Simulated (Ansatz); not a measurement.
**NaF: band gap against strain**

NaF (rock salt, Fm-3m, 12.399 Å³/atom at rest) under an equal strain ε in the (111) plane with the normal axis free, as in a coherent film. PBEsol in Ansatz, a plane-wave DFT program (PAW, default set), 420 eV, 12×12×12 Γ-centred mesh, Fermi-Dirac smearing 0.05 eV; ions are relaxed within the symmetry of each cell. Gaps are the smallest over the k-mesh and a band path, without spin-orbit coupling; in all rows the valence edge lies at Γ and the conduction edge at Γ.

Here s stands for strain and Eg for gap.

```
strain (%)  gap (eV)
----------  --------
0.00           6.199
0.42           6.157
0.83           6.118
1.25           6.077
2.50               ?
```

Using a straight line, estimate the missing Eg at s = 2.50 from the other rows, showing the fit.

Means: s 0.62500, Eg 6.1378. About the means, the sum of products is -0.084245 and the sum of squares of s is 0.86530; the slope is their ratio. Least squares gives Eg = 6.1986 - 0.09736·s. Residuals (row less fit): 0.0004, -0.0007, 0.0002, 0.0001; standard error 0.0006 (degrees of freedom: 2). Over these rows the gap moves by -9.7 ± 0.06 eV per unit strain. At the withheld row, Eg = 6.1986 - 0.09736 × 2.50 = 5.9552 eV. The calculation gives 5.958 eV, 0.0028 eV above the prediction (1.2 % of the range of Eg in the table). The row lies outside the fitted rows, so this is an extrapolation. The fitted rows scatter only by rounding.

One order more, fitted to all 7 runs of the series, follows each within 0.001, so the miss is the next term of a smooth law. Rows are the converged runs of the series near zero and its far end; series whose fitted rows scatter by over a few per cent of the range, as at a crossing or softening among them, aren't shown in this form. Most that stay on the fit to the last digits aren't either.
